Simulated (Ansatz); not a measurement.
The reference is HgS in the zinc blende structure (space group F-43m, No. 216; a = 5.992 Å). Axes: x, y, z lie along the cube axes.

Level of theory: PBE (Ansatz, a quantum-chemistry and plane-wave program; PAW; 420 eV plane waves; spin-orbit coupling left out).

Modification: the cell is scaled by 1.0100 in all directions, atoms relaxed at fixed cell.

### Question
Predict the stress tensor and what it implies for the stiffness.

### Answer
Stress of the strained cell less that of the base (GPa, compression positive):
```
   -1.4     0.0     0.0
    0.0    -1.4     0.0
    0.0     0.0    -1.4
```

Then B = −ΔP/(ΔV/V₀) with ΔV/V₀ = 0.0303 gives secant stiffness values (nonlinear terms included at this strain): B ≈ 46 GPa.

Stability against distortions was not tested. The final runs are not spin-polarised.
